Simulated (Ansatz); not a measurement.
## Lattice constant a of Cr (model structure, from the simple cubic type, Pm-3m, No. 221) at several levels of theory

No measured value is used here.

| level (code) | value (Å) |
|---|---|
| LDA (Ansatz) | 2.283 |
| PBE (Ansatz) | 2.340 |
| PBEsol (Ansatz) | ___ |
| r²SCAN (Ansatz) | 2.321 |

Question: Some entries are withheld; supply them.

Answer: 
- PBEsol (Ansatz, a program for electronic structure), value (Å): 2.308

Spin-polarised runs: LDA (parallel moments), PBE (parallel moments), PBEsol (parallel moments), r²SCAN (parallel moments). LDA, PBE, PBEsol, r²SCAN: the starting moments vanished in the run, and other orders were not tried. Cutoffs differ between the levels. Ansatz's density-functional and Hartree–Fock values are scalar-relativistic unless marked +SOC, with PAW data made under PBE.

A model structure was made by putting elements into a prototype or built by hand; it is no filed structure, need not be a known phase, and can be a saddle point held by its symmetry.
